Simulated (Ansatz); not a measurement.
**Effect of biaxial strain +0.97 %, plane normal [001], relaxed out of plane on VBiO4**

Take VBiO$_{4}$ (space group I4_1/a, No. 88; a = 5.121 Å, c = 11.623 Å) as the base. Axes: x, y, z lie along a, b, c of the conventional cell.

Now apply this change: tensile biaxial strain of 0.97 % in the plane normal to [001], as in epitaxy on a mismatched substrate; the out-of-plane cell vector and the atoms relax.

Computed with Ansatz (a first-principles code), r2SCAN, PAW, cutoff 500 eV, without spin-orbit coupling, earlier PAW set. Settings: 7×7×7 k-points, 0.05 eV Fermi–Dirac smearing.

The volume per atom goes up by 0.11 Å³ (12.70 Å³ → 12.81 Å³) and the energy goes up by 1.7 meV/atom. The pressure (mean of the normal stresses, compression positive) goes from zero to -1.42 GPa and the band gap stays essentially unchanged (2.48 eV against 2.49 eV) (an upper bound: an edge found on the path is not a true extremum; the changed cell). The out-of-plane strain amounts to -1.04 % and the ratio −ε⊥/ε∥ amounts to 1.07.

Cost of the whole job for the changed cell (relaxation, final SCF and bands): around 5 core-minutes (rough).

Spin-orbit coupling, missing from the scalar runs, can matter with Bi. Stability against distortions was not tested. Seeded moments were not kept for the base. The final runs are not spin-polarised.
